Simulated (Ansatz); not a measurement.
Start from ZnCu2SnSe4 (space group I-4, No. 82; a = 5.6582 Å, c = 11.3179 Å).

Structures relaxed with PBEsol (Ansatz, a program for electronic structure), no spin-orbit coupling.

Base:

Simulated powder pattern, Cu Kα, λ = 1.54184 Å (kinematic, ideal powder, no thermal factors, no anomalous dispersion; the 10 strongest lines at most, above 2 %, up to 2θ = 90°):

```
2θ (°)  I/Imax (%)    hkl
------  ----------  -----
27.30          100  (112)
28.43          2.4  (103)
36.38          3.3  (121)
45.33           72  (204)
53.73           43  (116)
66.05           11  (008)
72.86           16  (316)
83.74           21  (228)
```

Now apply this change: every Sn is replaced by Pb, then cell and atoms are relaxed.

After the change:

Simulated powder pattern, Cu Kα, λ = 1.54184 Å (kinematic, ideal powder, no thermal factors, no anomalous dispersion; the 10 strongest lines at most, above 2 %, up to 2θ = 90°):

```json
[
 {"2θ (°)": "17.34", "d (Å)": "5.113", "I/Imax (%)": "9.5", "hkl": "(101)"},
 {"2θ (°)": "27.00", "d (Å)": "3.302", "I/Imax (%)": "100", "hkl": "(112)"},
 {"2θ (°)": "28.08", "d (Å)": "3.177", "I/Imax (%)": "11", "hkl": "(103)"},
 {"2θ (°)": "36.02", "d (Å)": "2.493", "I/Imax (%)": "12", "hkl": "(121)"},
 {"2θ (°)": "44.79", "d (Å)": "2.024", "I/Imax (%)": "47", "hkl": "(204)"},
 {"2θ (°)": "44.88", "d (Å)": "2.019", "I/Imax (%)": "23", "hkl": "(220)"},
 {"2θ (°)": "52.99", "d (Å)": "1.728", "I/Imax (%)": "15", "hkl": "(116)"},
 {"2θ (°)": "53.16", "d (Å)": "1.723", "I/Imax (%)": "28", "hkl": "(132)"},
 {"2θ (°)": "71.91", "d (Å)": "1.313", "I/Imax (%)": "10", "hkl": "(316)"},
 {"2θ (°)": "82.72", "d (Å)": "1.167", "I/Imax (%)": "13", "hkl": "(244)"}
]
```

The indices refer to each structure's own conventional cell; one index is shown for lines that coincide.

Whether these cells are dynamically stable was not tested. As relaxed here, ZnCu2PbSe4 is a hypothetical phase, not in the database extracts checked. All final runs are without spin polarisation.
